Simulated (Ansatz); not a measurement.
Input:

```
Ir
1.0
    0.00000     1.91980     1.91022
    1.91980     0.00000     1.91022
    1.91980     1.91980     0.00000
Ir
1
Direct
  0.00000   0.00000   0.00000
```

All values below come from PBEsol, rigid bands (plane waves, PAW, scalar-relativistic; Ansatz, a quantum-chemistry and plane-wave program). Condition of this run: biaxial stress xx = yy = -2 GPa (compression positive) (the target of the relaxation). How the cell was made: cell and atoms relaxed with PBEsol, then loaded as said.

Task: Predict the product ρ₀λ of resistivity and mean free path that follows from the Fermi surface's area.

Result: 3.7 ×10⁻¹⁶ Ω·m².

Task: And the Drude plasma energy and the root-mean-square Fermi velocity at 300 K?

Result: 10.7 eV; 8.3e5 m/s.

A metal at this level (no band gap); rigid bands, thermally averaged at 300 K, both spins. Spin-orbit coupling is left out, which matters with elements this heavy. τ is one relaxation time for all states; the product of resistivity and mean free path takes one path for all states instead.
